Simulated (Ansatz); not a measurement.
Given:

```
RbBr
1.0
    0.00000     3.42149     3.42149
    3.42149     0.00000     3.42149
    3.42149     3.42149     0.00000
Rb Br
1 1
Direct
  0.00000   0.00000   0.00000
  0.50000   0.50000   0.50000
```

All values below come from PBEsol with spin-orbit coupling, rigid bands (plane waves, PAW; Ansatz, an electronic-structure program). Condition of this run: spin-orbit coupling switched on. Cell: cell and atoms relaxed with PBEsol.

Problem. Predict the hole conductivity mass (n e² τ/σ) at 300 K, by direction if it differs.

Solution. 2.6 mₑ.

Problem. What conductivity effective mass do dilute electrons have at 300 K?

Solution. 0.37 mₑ.

Problem. And the band gap?

Solution. 4.06 eV at this level; semilocal functionals usually fall short of the measured gap.

Rigid bands, one relaxation time for all states, no polarons.

Formula and space group known from diffraction (Crystallography Open Database), not checked to be the room-temperature form: RbBr (Fm-3m).
